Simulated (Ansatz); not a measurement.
We consider L1₀ (CuAu-type) FePt, described by rVV10 (plane waves, PAW; Ansatz, a program for electronic structure).

Run with plane-wave cutoff 520 eV, 20×20×16 k mesh (along the axes of the cell as run), Fermi–Dirac smearing 0.05 eV, spin-polarised with parallel moments, scalar-relativistic PAW data made under PBE.

A third-order Birch–Murnaghan fit to the energies gives V0 = 14.314 Å³/atom, B0 = 196 GPa, B′ = 5.0.

```csv
V (Å³/atom),P (GPa)
13.741,___
14.027,___
14.314,0.00
14.600,-3.68
14.886,-6.96
```

Problem. Estimate the withheld pressures from this fit; the answers are the runs' own values.

Solution. 
- 13.741, P (GPa): 8.85
- 14.027, P (GPa): 4.15

The formula P = (3/2) B0 (x^(7/3) − x^(5/3)) [1 + (3/4)(B′ − 4)(x^(2/3) − 1)] with x = V0/V meets the computed pressures within 0.03 GPa when these rounded values are put in.

Shape and atoms are relaxed at each volume.

Measured, for comparison: bulk modulus 208 GPa (room temperature, no zero-point or thermal correction; as tabulated in First-principles calculations on Fe-Pt nanoclusters of various morphologies). Computed (rounded) less measured: bulk modulus -6 %.

Note: the bulk modulus comes from volumes at which shape and atoms were relaxed.

Spin–orbit coupling is not included.

Computed values are for the static lattice.

Computing time: roughly 13 core-minutes.
